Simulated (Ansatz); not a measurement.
# Response to strain in SiC

The reference is SiC in the wurtzite structure (space group P6_3mc, No. 186).

```xyz
4
Lattice="3.0564 0.0000 0.0000 -1.5282 2.6469 0.0000 0.0000 0.0000 5.0158" Properties=species:S:1:pos:R:3 pbc="T T T"
Si     0.0000     1.7646     5.0138
Si     1.5282     0.8823     2.5059
C      0.0000     1.7646     1.8830
C      1.5282     0.8823     4.3909
```

Cartesian axes are those of the cell as printed.

Strains are applied to the cell and any free atomic positions relax; under biaxial strain the out-of-plane vector relaxes too.

Computed with LDA (Ansatz, an electronic-structure program, PAW, no SOC).

Notes on the quantities. pressure: mean of the normal stresses, compression positive.

```tsv
variant	pressure	band gap	out-of-plane strain	electron mass	shortest interatomic distance
base	0.00 GPa	2.13 eV	–	0.26 mₑ along c, 0.43 mₑ across (at K)	1.871 Å
biaxial strain −3.00 %, plane normal [001], relaxed out of plane	14.04 GPa	1.70 eV	+0.68 %	0.26 mₑ out of plane, 0.41 mₑ in plane (at K)	___
biaxial strain −2.40 %, plane normal [001], relaxed out of plane	10.97 GPa	1.79 eV	___	0.26 mₑ out of plane, 0.41 mₑ in plane (at K)	1.839 Å
biaxial strain −1.80 %, plane normal [001], relaxed out of plane	8.03 GPa	1.88 eV	+0.40 %	0.26 mₑ out of plane, 0.42 mₑ in plane (at K)	1.847 Å
biaxial strain −1.20 %, plane normal [001], relaxed out of plane	5.23 GPa	1.97 eV	+0.26 %	0.26 mₑ out of plane, 0.42 mₑ in plane (at K)	1.855 Å
biaxial strain −0.60 %, plane normal [001], relaxed out of plane	2.55 GPa	2.05 eV	+0.13 %	0.26 mₑ out of plane, 0.42 mₑ in plane (at K)	1.863 Å
```

Q: Some entries are withheld; estimate them.

A: 
- biaxial strain −3.00 %, plane normal [001], relaxed out of plane, shortest interatomic distance: 1.831 Å
- biaxial strain −2.40 %, plane normal [001], relaxed out of plane, out-of-plane strain: +0.54 %

Masses are band curvatures over ±0.01 Å⁻¹ around the edge. Stability against distortions was not tested.
